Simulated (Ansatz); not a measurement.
System: 1T (CdI2-type) CaI2. Method: G0W0@HSE06 (hard PAW, contour deformation, complete-basis limit; Ansatz, a first-principles code).

Settings: largest k mesh 6×6×4 (not extrapolated in the mesh).

Cell (measured lattice):

```yaml
crystal:
  lattice:
    - [4.48000, 0.00000, 0.00000]
    - [-2.24000, 3.87979, 0.00000]
    - [0.00000, 0.00000, 6.96000]
  atoms:
    - { symbol: Ca, position: [0.00000, 0.00000, 0.00000] }
    - { symbol: I, position: [0.33333, 0.66667, 0.25000] }
    - { symbol: I, position: [0.66667, 0.33333, 0.75000] }
```

**Question.** What does this level give for the band gap?

**Answer.** 
- band gap: 6.22 eV

Note: GW on a hybrid start was not checked against another program; cell and atoms aren't relaxed at this level; the gap holds a correction of +0.26 eV to the complete basis.

Spin–orbit coupling is not included; with these elements it can move the gap by several tenths of an eV or more.
